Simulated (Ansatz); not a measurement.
# GaN, response to strain

The parent structure is GaN in the wurtzite structure (space group P6_3mc, No. 186; a = 3.218 Å, c = 5.243 Å). Axes: x lies along a and z along c of the hexagonal cell.

Strains are applied to the cell and any free atomic positions relax; under biaxial strain the out-of-plane vector relaxes too.

The values are results of PBE (Ansatz, a quantum-chemistry and plane-wave program, PAW, no spin-orbit coupling), not measurements.

Candidates:
(a) biaxial strain +2.40 %, plane normal [001], relaxed out of plane
(b) biaxial strain +1.20 %, plane normal [001], relaxed out of plane
(c) biaxial strain +1.80 %, plane normal [001], relaxed out of plane
(d) biaxial strain +3.00 %, plane normal [001], relaxed out of plane

Q: Order them by out-of-plane strain, highest first.

A: (b) biaxial strain +1.20 %, plane normal [001], relaxed out of plane (-0.53 %), (c) biaxial strain +1.80 %, plane normal [001], relaxed out of plane (-0.80 %), (a) biaxial strain +2.40 %, plane normal [001], relaxed out of plane (-1.06 %), (d) biaxial strain +3.00 %, plane normal [001], relaxed out of plane (-1.32 %)

Whether these cells are dynamically stable was not tested.
